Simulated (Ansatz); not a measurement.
The parent structure is CdSe in the wurtzite structure (space group P6_3mc, No. 186).

```
CELL_PARAMETERS angstrom
      4.24755     0.00000     0.00000
     -2.12377     3.67848     0.00000
      0.00000     0.00000     6.94096
ATOMIC_POSITIONS crystal
  Cd 0.33333 0.66667 0.00031
  Cd 0.66667 0.33333 0.50031
  Se 0.33333 0.66667 0.37569
  Se 0.66667 0.33333 0.87569
```

Cartesian axes are those of the cell as printed.

Level of theory: LDA (Ansatz, a program for electronic structure; PAW; 420 eV plane waves; spin-orbit coupling left out).

The change: an isotropic linear strain of −3.00 %, atoms relaxed at fixed cell.

Q: Predict the stress tensor and what it implies for the stiffness.

A: Stress of the strained cell less that of the base (GPa, compression positive):
```
   6.48    0.00    0.00
   0.00    6.48    0.00
   0.00    0.00    6.62
```

Then B = −ΔP/(ΔV/V₀) with ΔV/V₀ = -0.0873 gives secant stiffness values (nonlinear terms included at this strain): B (at held cell shape, above the free-shape value) ≈ 75 GPa.

As a check, the harmonic strain energy −½ V₀ Δσ:ε is 50 meV/atom; the computed energy rise is 44 meV/atom.

Stability against distortions was not tested.
